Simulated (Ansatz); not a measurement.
The reference is CuI in the zinc blende structure (space group F-43m, No. 216; a = 6.0793 Å).

Now apply this change: every lattice vector is shortened by 2.00 %; the atoms relax in the strained cell.

Calculations: plane-wave PAW DFT at the PBE level (Ansatz, a first-principles code, 420 eV), spin-orbit coupling left out.

Base, band edges from the VBM (valence, conduction): X -1.47, 2.73; W -1.23, 4.46; L -0.70, 2.13; Γ 0.00, 1.10; K -1.22, 3.10; U -1.22, 3.10 eV.

**Question.** Give the band edges at the high-symmetry points of the new zone, measured from its valence-band maximum.

**Answer.** 
```tsv
point	valence edge (eV)	conduction edge (eV)
Γ	0.00	1.27
X	-1.69	2.60
U	-1.40	3.04
K	-1.40	3.04
L	-0.80	2.18
W	-1.42	4.65
```

The gap is 1.27 eV, direct at Γ.

With I present, leaving out spin-orbit coupling can change the band edges. No phonon test of stability was made. All final runs are without spin polarisation.
